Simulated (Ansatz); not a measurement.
Structures of equal composition on the (111) surface of fcc Ir: a pseudomorphic layer of Ru in the host's stacking; a pseudomorphic layer of Ru in the other hollow. The slabs share one bottom face, and each structure is named by its start. These are constructed structures in small cells; real faces may alloy, dewet or reconstruct in larger ones, and not all known structures of the face are among them. Slabs of about 11 Å, Fermi-Dirac smearing of 0.1 eV. Bottom of the slabs: a bare face, its two planes held. Relaxed from the named starts with such symmetry as they have, on meshes of like density; energies extrapolated to zero smearing; spin only where a row says so; no spin-orbit coupling, no U. Brackets mark spin-polarised runs, whose order is one that fits the cell.

These are PBE (plane waves to 420 eV, PAW; Ansatz, a program for electronic structure) values and carry that method's errors.

**Question.** Order them by energy per 1x1 cell (lowest first) at the level PBE.

**Answer.** a pseudomorphic layer of Ru in the host's stacking (0.000 eV), a pseudomorphic layer of Ru in the other hollow (0.061 eV)
